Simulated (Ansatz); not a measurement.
The parent structure is ZrB₂ (space group P6/mmm, No. 191; a = 3.155 Å, c = 3.506 Å; relaxed with 0.1 eV smearing). Axes: x lies along a and z along c of the hexagonal cell.

All numbers come from DFT with PBEsol, PAW potentials and a 420 eV plane-wave cutoff in Ansatz (a program for electronic structure), no SOC.

Perturbation: the cell is compressed by 3.00 % along x with no lateral relaxation, atoms relaxed at fixed cell.

Task: Predict the stress tensor and what it implies for the stiffness.

Result: Stress of the strained cell less that of the base (GPa, compression positive):
```
   19.3     0.0     0.0
    0.0     1.8     0.0
    0.0     0.0     4.3
```

Then −Δσ_ii/ε with ε = -0.0300 gives secant stiffness values (nonlinear terms included at this strain): C11 ≈ 644 GPa, C12 ≈ 61 GPa and C13 ≈ 143 GPa.

As a check, the harmonic strain energy −½ V₀ Δσ:ε is 18 meV/atom; the computed energy rise is 18 meV/atom.

No phonon test of stability was made. The final runs are not spin-polarised.
